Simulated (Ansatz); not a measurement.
# A computed series for ZrO2: pressure series

Start from ZrO2 in the fluorite structure (space group Fm-3m, No. 225; a = 5.089 Å).

Cell and atoms are relaxed at each pressure.

All numbers come from r2SCAN in Ansatz (plane waves to 500 eV, PAW, spin-orbit coupling left out).

Notes on the quantities. electron mass: degenerate bands, along [100]; enthalpy: H = E + PV relative to the base's energy.

```csv
change,electron mass,band gap,enthalpy
base,"0.53, 2.1 mₑ (at Γ)",3.89 eV,–
pressure −2 GPa,"0.54, 2.1 mₑ (at Γ)",3.86 eV,-0.14 eV/atom
pressure −1 GPa,"0.54, 2.1 mₑ (at Γ)",3.87 eV,-0.07 eV/atom
pressure 0.3 GPa,"0.53, 2.1 mₑ (at Γ)",3.89 eV,+0.02 eV/atom
pressure 0.7 GPa,"0.53, 2.1 mₑ (at Γ)",3.89 eV,+0.05 eV/atom
pressure 1.5 GPa,"0.53, 2.1 mₑ (at Γ)",3.90 eV,+0.10 eV/atom
pressure 3 GPa,"0.52, 2.0 mₑ (at Γ)",3.92 eV,+0.20 eV/atom
pressure 5 GPa,"0.52, 2.0 mₑ (at Γ)",(withheld),+0.34 eV/atom
pressure 7.5 GPa,"0.51, 2.0 mₑ (at Γ)",(withheld),+0.51 eV/atom
pressure 10 GPa,"0.50, 1.9 mₑ (at Γ)",4.00 eV,+0.67 eV/atom
```

Q: Complete the table.

A: 
- pressure 5 GPa, band gap: 3.94 eV
- pressure 7.5 GPa, band gap: 3.97 eV

Load acts through the strain it causes; cell and atoms are relaxed under it. Effective masses come from finite differences of ±0.01 Å⁻¹. Stability against distortions was not tested. No other phases were tried under pressure. This is not the structure that ZrO2 has at room temperature and ambient pressure.

Ansatz is a program for electronic structure.
